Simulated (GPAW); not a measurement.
A self-consistent single point of Na (Im-3m, 1 atom in the cell) with GPAW.

Level of theory: PBE, GPAW PAW datasets PBE (gpaw-data 1.0.1) (plane waves; GPAW 25.7.0).

```
Na
1.0
   -2.06973     2.06973     2.06973
    2.06973    -2.06973     2.06973
    2.06973     2.06973    -2.06973
Na
1
Direct
  0.00000   0.00000   0.00000
```

Reference input (self-consistent single point, DFT PBE, plane waves, GPAW PAW datasets PBE (gpaw-data 1.0.1)): mode = pw; ecut = 800 eV; xc = PBE; kpts = 11 11 11; mesh shift (steps) = 0.5 0.5 0.5; occupations.name = fermi-dirac; occupations.width = 0.136 eV; nbands = -9; symmetry.symmorphic = false; symmetry.tolerance = 0.0005; maxiter = 120. This run's input differs from it in these lines:

```diff
@@ -15,3 +15,3 @@
             kpts=monkhorst_pack((11, 11, 11)) + [0.5 / 11, 0.5 / 11, 0.5 / 11],
-            occupations=FermiDirac(0.136),
+            occupations=FermiDirac(0.3),
             nbands=-9,
```

Output (repeated stretches shortened):

```
     iter     time        total  log10-change:
                         energy   eigst   dens
iter:   1 --:--:--    -1.327287
iter:   2 --:--:--    -1.327048   -2.79  -1.69
iter:   3 --:--:--    -1.325923c  -3.09  -1.71
iter:   4 --:--:--    -1.324794c  -5.32  -2.50
iter:   5 --:--:--    -1.321889   -4.42  -2.57
iter:   6 --:--:--    -1.321888c  -6.32  -3.87
iter:   7 --:--:--    -1.321882c  -6.58  -3.69
iter:   8 --:--:--    -1.321882c  -7.79c -4.52c
Converged after 8 iterations.

Dipole moment: (0.000000, -0.000000, -0.000000) |e|*Ang

Energy contributions relative to reference atoms: (reference = -4418.610498)

Kinetic:         +1.753783
Potential:       -1.412358
External:        +0.000000
XC:              -1.563407
Entropy (-ST):   -0.136322
Local:           -0.031739
SIC:             +0.000000
--------------------------
Free energy:     -1.390042
Extrapolated:    -1.321882

Showing only first 2 kpts
 Kpt  Band  Eigenvalues  Occupancy
  0     1    -24.48466    2.00000
  0     2    -24.48466    2.00000
  0     3     -2.89590    1.99996
  0     4     11.68671    0.00000

  1     1    -24.48468    2.00000
  1     2    -24.48468    2.00000
  1     3     -2.74588    1.99994
  1     4     10.57975    0.00000

Fermi level: 0.37798

No gap
No difference between direct/indirect transitions
Energy (eV): -1.321882

Forces in eV/Ang:
  0 Na    0.00000   -0.00000    0.00000

Stress tensor:
    -0.003334     0.000000    -0.000000
     0.000000    -0.003334    -0.000000
    -0.000000    -0.000000    -0.003334
Stress (GPa, Voigt): [-0.5342 -0.5342 -0.5342 -0.     -0.      0.    ]
```

The run converged in 8 iterations. GPAW prints stress with tension positive. Against the reference run the free energy goes down by 54.3 meV/atom and the pressure goes from 0.40 to 0.53 GPa.

The starting cell comes from a database of computed structures (which also holds hypothetical and non-ambient phases and stackings), without a prior relaxation at this level. Its lattice was rescaled by a random factor within 2.5 % of one.
